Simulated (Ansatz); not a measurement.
Given:

```
Al
1.0
    0.00000     1.99683     1.99683
    2.02159     0.00000     1.99683
    2.02159     1.99683     0.00000
Al
1
Direct
  0.00000   0.00000   0.00000
```

No spin polarisation.

Method: r2SCAN/PAW in Ansatz (a first-principles code), no spin-orbit coupling. Γ-centred 28×28×28 mesh, Fermi–Dirac width 0.1 eV.

Problem. What is the computed pressure (mean of the normal stresses, compression positive)?

Solution. -1.1 GPa.

Problem. What band gap does the calculation give?

Solution. Zero.

Problem. What space group does the calculation give?

Solution. I4/mmm (No. 139).

The cells carry an imposed strain or load. No phonon test of stability was made. The cell was made from Al in the fcc (Cu type) structure (space group Fm-3m, No. 225) by this change: uniaxial strain ε_xx = +1.24 %.
